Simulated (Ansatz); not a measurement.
**Tetragonal HfO₂ (model structure) (like a known high-temperature phase): band gap by level of theory**

No measured value is used here.

| level (code) | value (eV) | cell (Å³/atom) |
|---|---|---|
| LDA (Ansatz) | 4.48 | 10.64 |
| PBE (Ansatz) | 4.67 | 11.40 |
| PBE-D3(BJ) (Ansatz) | 4.67 | 11.18 |
| rVV10 (Ansatz) | 4.52 | 11.51 |
| r²SCAN (Ansatz) | 5.27 | 11.09 |
| HSE06 (Ansatz) | 6.33 | 11.05 |
| PBE0 (Ansatz) | 7.13 | 11.09 |

Computed values are for a static lattice. Levels without +SOC have no spin–orbit coupling; where heavier elements are present it shifts gaps, mostly down, and can invert bands.  LDA, PBE, PBE-D3(BJ), rVV10, r²SCAN, HSE06, PBE0: the gap is read on the k mesh or supercell of the run alone and can be too large. Values are at the level's own equilibrium cell; PBE0 at the r²SCAN cell. K meshes differ between the levels. Ansatz's density-functional and Hartree–Fock values are scalar-relativistic unless marked +SOC, with PAW data made under PBE.

A model structure was made by putting elements into a prototype or built by hand; it is no filed structure, need not be a known phase, and can be a saddle point held by its symmetry.

Ansatz is a quantum-chemistry and plane-wave program.
